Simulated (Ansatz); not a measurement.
## Effective masses and thermopower of GaAs (F-43m)

Given:

```xyz
2
Lattice="0.0000 2.7712 2.7712 2.7712 0.0000 2.7712 2.7712 2.7712 0.0000" Properties=species:S:1:pos:R:3 pbc="T T T"
Ga     0.0000     0.0000     0.0000
As     1.3856     1.3856     1.3856
```

Method: PBEsol, rigid bands (plane waves, PAW, scalar-relativistic; Ansatz, an electronic-structure program). Condition of this run: hydrostatic pressure 5 GPa (the target of the relaxation). Geometry: cell and atoms relaxed with PBEsol, then loaded as said.

```yaml
band_gap: 0.90 eV
electron conductivity mass (300 K, dilute): 0.058 mₑ
effective density of states N_c (300 K): 3.3e17 cm⁻³
density_of_states_mass_electrons: 0.055 mₑ
Seebeck coefficient, n-type 1e19 cm⁻³, 300 K: -134 μV/K
best n-type power factor at 300 K for τ = 10 fs (best axis; densities from 1e16 to 1e21 cm⁻³ tried, whether or not they can be reached): 23 μW/(cm·K²) at 3e20 cm⁻³
```

Rigid bands; masses and Seebeck coefficients take one relaxation time τ for all states and one kind of carrier; polarons and phonon drag are left out. Spin-orbit coupling is left out.
